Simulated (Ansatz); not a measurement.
# CsPbBr$_{3}$ in the cubic perovskite structure (space group Pm-3m, No. 221)

```yaml
crystal:
  lattice:
    - [6.00278, 0.00000, 0.00000]
    - [0.00000, 6.00278, 0.00000]
    - [0.00000, 0.00000, 6.00278]
  atoms:
    - { symbol: Cs, position: [0.00000, 0.00000, 0.00000] }
    - { symbol: Pb, position: [0.50000, 0.50000, 0.50000] }
    - { symbol: Br, position: [0.00000, 0.50000, 0.50000] }
    - { symbol: Br, position: [0.50000, 0.50000, 0.00000] }
    - { symbol: Br, position: [0.50000, 0.00000, 0.50000] }
```

All numbers come from Kohn–Sham DFT with the PBE functional, run in Ansatz (a program for electronic structure) with PAW and 420 eV plane waves, no SOC. Settings: 6×6×6 k-points, 0.05 eV Fermi–Dirac smearing.

| Item | Result |
|---|---|
| Volume per atom | 43.26 Å³ |
| Density | 4.45 g/cm³ |
| Band gap | 1.78 eV, direct at R |
| Electron mass (degenerate bands, along [100]) | 0.091, 0.84, 0.84 mₑ |
| Hole mass | 0.18 mₑ |
| Lowest conduction-band minima above the VBM | R along ⟨111⟩ 1.78 eV |
| Total energy | -5186.655 eV/atom (σ→0; compares only within this code and set-up) |

With Pb present, leaving out spin-orbit coupling can change the band edges. Effective masses come from finite differences of ±0.01 Å⁻¹. Stability against distortions was not tested. Many cubic perovskites are stable only at high temperature; tilts and polar distortions were not tested. This is not the structure that CsPbBr3 has at room temperature and ambient pressure.
